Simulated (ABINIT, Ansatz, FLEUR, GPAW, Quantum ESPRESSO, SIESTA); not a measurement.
## Code comparison for RbMg₆Cu (Amm2, 8 atoms in the cell)

Self-consistent single point.

```
CELL_PARAMETERS angstrom
      5.26295     0.00000     0.00000
      0.00000     3.26290     5.87026
      0.00000    -3.26290     5.87026
ATOMIC_POSITIONS crystal
  Rb 0.50000 0.66741 0.66741
  Mg 0.50000 0.67244 0.16324
  Mg 0.50000 0.16324 0.67244
  Mg 0.00000 0.85620 0.30714
  Mg 0.00000 0.30714 0.85620
  Mg 0.00000 0.32646 0.32646
  Mg 0.00000 0.84616 0.84616
  Cu 0.50000 0.16094 0.16094
```

All programs got the same cell, k-point mesh and kind of occupations (in Ansatz's words: kpoints.mp_grid.grid = 4 3 3; scf.occupations.method = fermi_dirac; scf.occupations.width = 0.1 eV); potentials, basis and cutoffs are each program's usual ones.

| code | model | pressure (GPa) | largest force (eV/Å) | k-points | cutoff |
|---|---|---|---|---|---|
| SIESTA | GGA PBEsol, numerical atomic orbitals DZP, PseudoDojo PBEsol standard norm-conserving potentials (rewritten from UPF to PSML) | -0.53 | 0.110 | 20 | grid 350 Ry |
| Ansatz | PBEsol, PAW files made with PBE | -0.94 | 0.125 | 12 | default |
| Quantum ESPRESSO | PBEsol, PseudoDojo standard norm-conserving (PBESOL) pseudopotentials | -0.93 | 0.127 | 12 | 95 Ry |
| GPAW | PBEsol, GPAW PAW datasets PBEsol (made by gpaw-setup) | -0.93 | 0.125 | 12 | 850 eV |
| ABINIT | PBEsol, PAW (JTH v2.0 PBE PAW, files made for PBE) | -0.88 | 0.127 | 12 | 60 Ry |
| FLEUR | PBEsol, all-electron FLAPW (FLEUR), scalar-relativistic valence | – | 0.125 | 12 | Kmax 3.9 1/bohr |

Size of the force on each atom (eV/Å): Sizes of forces hide their directions.

```tsv
code	Rb1	Mg2	Mg3	Mg4	Mg5	Mg6	Mg7	Cu8
SIESTA	0.006	0.095	0.095	0.102	0.102	0.029	0.095	0.110
Ansatz	0.008	0.054	0.054	0.075	0.075	0.057	0.049	0.125
Quantum ESPRESSO	0.008	0.058	0.058	0.077	0.077	0.064	0.050	0.127
GPAW	0.007	0.055	0.055	0.075	0.075	0.051	0.047	0.125
ABINIT	0.007	0.056	0.056	0.065	0.065	0.059	0.038	0.127
FLEUR	0.008	0.054	0.054	0.075	0.075	0.057	0.048	0.125
```

A dash marks a value that a program does not give, or that is left out as unsure.

The spread over the programs that give each value: pressure within 0.41 GPa; largest force within 0.017 eV/Å.

The starting cell comes from a database of computed structures (which also holds hypothetical and non-ambient phases and stackings), without a prior relaxation at this level. On Ansatz's run: Spin polarisation is off.

**Question.** Why do the programs differ, and what cannot be compared?

**Answer.** Differences of this kind can come from the potentials, where these differ, and from what each basis and cutoff leave unconverged. The valence holds different numbers of electrons (SIESTA 88, Ansatz (a quantum-chemistry and plane-wave program) 88, Quantum ESPRESSO 88, GPAW 80, ABINIT 88, FLEUR 80). The zero of total energies and Fermi levels follows the potentials and each program's conventions, so they are not compared here. SIESTA uses small atom-centred bases, whose incompleteness enters pressures, forces and empty levels differently from a plane-wave cutoff. FLEUR treats all electrons, but the usual bases taken here (sphere radii, linearisation, local orbitals, empty states) were not tested for convergence, so the values are no reference for the others. Ansatz's pressure is given at a fixed set of plane waves, as the other plane-wave codes print theirs. The programs reduce the same mesh by symmetry to different extents, which changes the work and not the result.

Left out of this page: CP2K (unsound by tests on forces, stress, charge or solver warnings).

Keys are those of Ansatz 0.2.
